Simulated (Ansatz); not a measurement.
Input:

```
CELL_PARAMETERS angstrom
      4.32777     0.00000     0.00000
     -2.16389     3.74796     0.00000
      0.00000     0.00000    17.40652
ATOMIC_POSITIONS crystal
  Sb 0.66667 0.33333 0.54489
  Sb 0.33333 0.66667 0.45511
```

All values below come from PBE with spin-orbit coupling, rigid bands (plane waves, PAW; Ansatz, a first-principles code). Condition of this run: biaxial strain +5 % with spin-orbit coupling. How the cell was made: cell and atoms relaxed with PBE, then loaded as said.

Problem. What conductivity effective mass do dilute holes have at 300 K?

Solution. 2.5 mₑ.

Problem. What conductivity effective mass do dilute electrons have at 300 K?

Solution. 0.087 mₑ.

Problem. And the band gap?

Solution. 0.89 eV at this level; semilocal functionals usually fall short of the measured gap.

Rigid bands, one relaxation time for all states, no polarons.
